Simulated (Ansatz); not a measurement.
Start from BaTiO$_{3}$ in the cubic perovskite structure (space group Pm-3m, No. 221; a = 3.970 Å). Axes: x, y, z lie along the cube axes.

Method: PBEsol (Ansatz, a quantum-chemistry and plane-wave program; PAW; 420 eV plane waves; no SOC).

Strains are applied to the cell and any free atomic positions relax; under stress the whole cell relaxes.

One change was made to it. Results:

The band gap increases by 0.02 eV, from 1.82 eV to 1.84 eV; the energy goes up by 0.8 meV/atom.

**Question.** Which of these changes matches the shifts?
A) uniaxial strain ε_yy = +2.01 %
B) isotropic strain −0.36 %
C) isotropic strain +4.28 %
D) isotropic strain −1.78 %
E) uniaxial stress, 3 GPa compression along z

**Answer.** B, isotropic strain −0.36 %. For comparison, the band gap in the other runs: uniaxial strain ε_yy = +2.01 % gives 1.73 eV; isotropic strain +4.28 % gives 1.56 eV; isotropic strain −1.78 % gives 1.92 eV; uniaxial stress, 3 GPa compression along z gives 1.80 eV.

Beyond what the load breaks, stability against distortions was not tested. All final runs are without spin polarisation. Many cubic perovskites are stable only at high temperature; tilts and polar distortions were not tested. This is not the structure that BaTiO3 has at room temperature and ambient pressure.
